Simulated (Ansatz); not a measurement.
# Lattice parameter a of PbI2 (model structure, from the 2H-MoS2 type, P6₃/mmc, No. 194) at several levels of theory

No measured value is used here.

| level (code) | value (Å) |
|---|---|
| LDA (Ansatz) | (withheld) |
| PBE (Ansatz) | 4.510 |
| PBE-D3(BJ) (Ansatz) | 4.397 |

Task: Complete the blanks.

Result: 
- LDA (Ansatz, an electronic-structure program), value (Å): 4.306

Density-functional levels without +SOC have no spin–orbit coupling. Ansatz's density-functional and Hartree–Fock values are scalar-relativistic unless marked +SOC, with PAW data made under PBE.

A model structure was made by putting elements into a prototype or built by hand; it is no filed structure, need not be a known phase, and can be a saddle point held by its symmetry.
